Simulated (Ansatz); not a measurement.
## A computed series for ZnS: pressure series

Take ZnS in the wurtzite structure (space group P6_3mc, No. 186; a = 3.7383 Å, c = 6.1429 Å) as the base.

Cell and atoms are relaxed at each pressure.

Calculations: LDA, PAW, 420 eV (Ansatz, a first-principles code; no SOC).

Notes on the quantities. enthalpy: H = E + PV relative to the base's energy.

| case | lattice parameter a | band gap | enthalpy |
|---|---|---|---|
| base | 3.738 Å | 2.19 eV | – |
| pressure −2 GPa | 3.770 Å | 2.08 eV | -0.23 eV/atom |
| pressure −1 GPa | 3.753 Å | 2.14 eV | -0.12 eV/atom |
| pressure 0.9 GPa | 3.725 Å | 2.24 eV | +0.10 eV/atom |
| pressure 2.1 GPa | 3.708 Å | 2.30 eV | +0.24 eV/atom |
| pressure 4.5 GPa | 3.677 Å | 2.41 eV | +0.51 eV/atom |
| pressure 9 GPa | 3.627 Å | 2.58 eV | +1.00 eV/atom |
| pressure 15 GPa | 3.570 Å | 2.78 eV | +1.62 eV/atom |
| pressure 22.5 GPa | 3.509 Å | 2.93 eV | +2.37 eV/atom |
| pressure 30 GPa | 3.456 Å | 2.81 eV | +3.08 eV/atom |

Load acts through the strain it causes; cell and atoms are relaxed under it. No phonon test of stability was made. Tetrahedral semiconductors of this kind turn to denser phases somewhere between about 1 and 50 GPa; those were not computed, so compressed cells here can lie past the real transition.
